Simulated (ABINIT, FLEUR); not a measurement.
A FLEUR input for a self-consistent single point of ZnIr (P-6m2, 2 atoms in the cell) (DFT, PBEsol, all-electron FLAPW (FLEUR), scalar-relativistic valence):

Input of the input generator:

```
ZnIr FLAPW
&input film=f /
5.2481091287 0.0000001091 0.0000000000
-2.6240546588 4.5449957727 0.0000000000
0.0000000000 0.0000000000 7.8685550213
1.0
1.0 1.0 1.0

2
30 0.6666668333 0.3333331667 0.5000000000
77 0.0000001667 -0.0000001667 -0.0000000000

&comp jspins=1 /
&exco xctyp='PBEs' /
&kpt div1=18 div2=18 div3=11 gamma=t /
&end /
```

```xml
<?xml version="1.0" encoding="UTF-8" standalone="no"?>
<fleurInput fleurInputVersion="0.39">
   <comment>
      ZnIr FLAPW                                                                                          
   </comment>
   <calculationSetup>
      <cutoffs Kmax="4.4" Gmax="15.4" GmaxXC="15.4" numbands="0"/>
      <scfLoop itmax="60" minDistance="0.00001" maxIterBroyd="25" imix="Anderson" alpha="0.05" precondParam="0.0" spinf="2.0"/>
      <coreElectrons ctail="T" frcor="F" kcrel="0" coretail_lmax="0"/>
      <xcFunctional name="PBEs" relativisticCorrections="F"/>
      <magnetism jspins="1"/>
      <soc l_soc="F" theta="0.0" phi="0.0" spav="F"/>
      <expertModes spex="0" secvar="F"/>
      <geometryOptimization l_f="T" forcealpha="1.0" forcemix="BFGS" epsdisp="0.00001" epsforce="0.00001"/>
      <ldaU l_linMix="F" mixParam="0.05" spinf="1.0"/>
   </calculationSetup>
   <cell>
      <bzIntegration valenceElectrons="27.0" mode="hist" fermiSmearingEnergy="0.00367493">
         <kPointListSelection listName="default-1"/>
         <!-- k-points included here -->
         <xi:include xmlns:xi="http://www.w3.org/2001/XInclude" href="kpts.xml"> </xi:include>
      </bzIntegration>
      <!-- symmetry operations included here -->
      <xi:include xmlns:xi="http://www.w3.org/2001/XInclude" href="sym.xml"> </xi:include>
      <bulkLattice scale="1.0">
         <bravaisMatrix>
            <row-1>    5.2481091287000003     0.0000001091000000     0.0000000000000000</row-1>
            <row-2>   -2.6240546588000000     4.5449957727000001     0.0000000000000000</row-2>
            <row-3>    0.0000000000000000     0.0000000000000000     7.8685550212999997</row-3>
         </bravaisMatrix>
      </bulkLattice>
   </cell>
   <atomSpecies>
      <species name="Zinc (Zn)" element="Zn" atomicNumber="30">
         <mtSphere radius="2.27" gridPoints="801" logIncrement="0.015"/>
         <atomicCutoffs lmax="10" lnonsphr="8"/>
         <electronConfig flipSpins="F">
            <coreConfig>(1s1/2) (2s1/2) (2p1/2) (2p3/2) (3s1/2) (3p1/2) (3p3/2)</coreConfig>
            <valenceConfig>(4s1/2) (3d3/2) (3d5/2)</valenceConfig>
         </electronConfig>
         <energyParameters s="4" p="4" d="3" f="4"/>
         <lo type="HELO" l="2" n="4" eDeriv="0"/>
      </species>
      <species name="Iridium (Ir)" element="Ir" atomicNumber="77">
         <mtSphere radius="2.27" gridPoints="801" logIncrement="0.017"/>
         <atomicCutoffs lmax="10" lnonsphr="8"/>
         <electronConfig flipSpins="F">
            <coreConfig>(1s1/2) (2s1/2) (2p1/2) (2p3/2) (3s1/2) (3p1/2) (3p3/2) (4s1/2) (3d3/2) (3d5/2) (4p1/2) (4p3/2) (5s1/2) (4d3/2) (4d5/2) (4f5/2) (4f7/2)</coreConfig>
            <valenceConfig>(5p1/2) (5p3/2) (6s1/2) (5d3/2) (5d5/2)</valenceConfig>
            <stateOccupation state="(5d3/2)" spinUp="1.4" spinDown="1.4"/>
            <stateOccupation state="(5d5/2)" spinUp="2.1" spinDown="2.1"/>
         </electronConfig>
         <energyParameters s="6" p="6" d="5" f="5"/>
         <lo type="SCLO" l="1" n="5" eDeriv="0"/>
      </species>
   </atomSpecies>
   <atomGroups>
      <atomGroup species="Zinc (Zn)">
         <relPos label="                   1">-1.000/3.000 1.000/3.000 1.000/2.000</relPos>
         <force calculate="T" relaxXYZ="TTT"/>
      </atomGroup>
      <atomGroup species="Iridium (Ir)">
         <relPos label="                   2">.0000000000 .0000000000 .0000000000</relPos>
         <force calculate="T" relaxXYZ="TTT"/>
      </atomGroup>
   </atomGroups>
   <output dos="F" band="F" slice="F">
      <checks vchk="F" cdinf="F"/>
      <bandDOS minEnergy="-.5*Htr" maxEnergy="0.5*Htr" sigma="0.015" storeEVData="T"/>
      <vacuumDOS vacdos="F" integ="F" star="F" nstars="0" locx1="0.0" locy1="0.0" locx2="0.0" locy2="0.0" nstm="0" tworkf="0.0"/>
      <unfoldingBand unfoldBand="F" supercellX="1" supercellY="1" supercellZ="1"/>
      <plotting iplot="0" polar="F">
         <plot TwoD="T" vec1="  1.0  0.0  0.0" vec2="  0.0  1.0  0.0" vec3="  0.0  0.0  1.0" zero="  0.0  0.0  0.0" file="plot"/>
      </plotting>
      <chargeDensitySlicing numkpt="0" minEigenval="0.0" maxEigenval="0.0" nnne="0" pallst="F"/>
      <specialOutput eonly="F"/>
      <magneticCircularDichroism mcd="F" energyLo="-10.0" energyUp="0.0"/>
   </output>
  <!-- We include the file relax.xml here to enable relaxations (see documentation) -->
  <xi:include xmlns:xi="http://www.w3.org/2001/XInclude" href="relax.xml"> <xi:fallback/> </xi:include>
</fleurInput>
```

Task: Write the same calculation as an input for ABINIT.

Result: One input that does it (others would too):

```
# ZnIr, JTH v2.0 PBE PAW
pp_dirpath "./"
pseudos "Zn.GGA_PBE-JTH.xml, Ir.GGA_PBE-JTH.xml"
acell 2.7771797512 2.7771797512 4.1638600000 Angstrom
rprim
         1.0000000000    0.0000000208    0.0000000000
        -0.5000000180    0.8660253934    0.0000000000
         0.0000000000    0.0000000000    1.0000000000
natom 2
ntypat 2
znucl 30 77
typat 1 2
xcart
         2.6240545328    1.5149986636    3.9342775106
         0.0000000000    0.0000000000    0.0000000000
ecut 30 Ha
pawecutdg 60 Ha
pawxcdev 0
ixc -116133
occopt 3
tsmear 0.00367493
nband 19
kptopt 1
ngkpt 18 18 11
nshiftk 1
shiftk 0 0 0
nstep 50
toldfe 1.0e-09
prtwf 0
prtden 0
prtvol 1
enunit 2
```

Basis, cutoffs, solver keys and any potentials are the target program's own. This input uses DFT, PBEsol, plane waves, PAW (JTH v2.0 PBE PAW, files made for PBE).

The starting cell comes from a database of computed structures (which also holds hypothetical and non-ambient phases and stackings), without a prior relaxation at this level.
